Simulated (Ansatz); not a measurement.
TiC in the rock salt structure (space group Fm-3m, No. 225)

```cif
data_CTi
_chemical_formula_sum 'C1 Ti1'
_space_group_name_H-M_alt 'P 1'
_space_group_IT_number 1
_cell_length_a 3.06022
_cell_length_b 3.06022
_cell_length_c 3.06022
_cell_angle_alpha 60.000
_cell_angle_beta 60.000
_cell_angle_gamma 60.000
loop_
_space_group_symop_operation_xyz
  'x, y, z'
loop_
_atom_site_label
_atom_site_type_symbol
_atom_site_fract_x
_atom_site_fract_y
_atom_site_fract_z
_atom_site_occupancy
C1 C 0.00000 0.00000 0.00000 1
Ti1 Ti 0.50000 0.50000 0.50000 1
```

Method: r2SCAN/PAW in Ansatz (a program for electronic structure), no spin-orbit coupling. Γ-centred 18×18×18 mesh, Fermi–Dirac width 0.05 eV.

```yaml
volume_per_atom: 10.13 Å³
density: 4.91 g/cm³
band_gap: zero
total_energy: -1379.008 eV/atom (σ→0; compares only within this code and set-up)
```

No phonon test of stability was made. The final runs are not spin-polarised.
